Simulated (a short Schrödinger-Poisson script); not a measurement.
Solved with a short Schrödinger-Poisson script written for these runs: one-band effective-mass equation with BenDaniel-Duke matching, electrons, heavy and light holes apart, hard walls at the outer ends, one valence edge for both holes (no strain splitting), no charge, excitons, band mixing or non-parabolicity; under a field the levels are quasi-bound states of a box, listed while three quarters of their weight lies within 4 nm of the wells.

System: coupled double CdTe/Cd0.75Zn0.25Te quantum well.

```csv
layer,material,thickness (nm)
1,Cd0.75Zn0.25Te,20
2,CdTe,8
3,Cd0.75Zn0.25Te,2
4,CdTe,4.8
5,Cd0.75Zn0.25Te,20
```

The device is made up for the run: typed textbook-type constants, with dimensions and the other settings drawn at random. CdTe: direct gap (eV) 1.5, conduction-band edge (eV) 0, electron mass (mₑ) 0.096, heavy-hole mass 0.6, light-hole mass 0.12. Cd0.75Zn0.25Te: direct gap (eV) 1.65, conduction-band edge (eV) 0.12, electron mass (mₑ) 0.1, heavy-hole mass 0.6, light-hole mass 0.13.

The valence-band edge of each layer lies one gap below its conduction-band edge. The electron's potential energy rises along the stack by the applied field. Mesh 0.03 nm at interfaces.

Gate and field steps stay those of the base.

One input was changed, with this effect: hh1 − lh1 5.8 → 4.8 meV; e1-hh1 transition at zero applied field little changed (1.531 eV); e1 above the well's band edge little changed (25.5 meV); e2 − e1 little changed (26.4 meV).

Task: Which change was it?
A) electron mass in both wells 0.096 → 0.14 mₑ
B) width of the first well 8 → 5.2 nm
C) heavy-hole mass in both wells 0.6 → 0.36 mₑ

Result: C, heavy-hole mass in both wells 0.6 → 0.36 mₑ

Excitons are left out, and strain enters only through the typed gaps and offsets, so measured lines lie elsewhere.
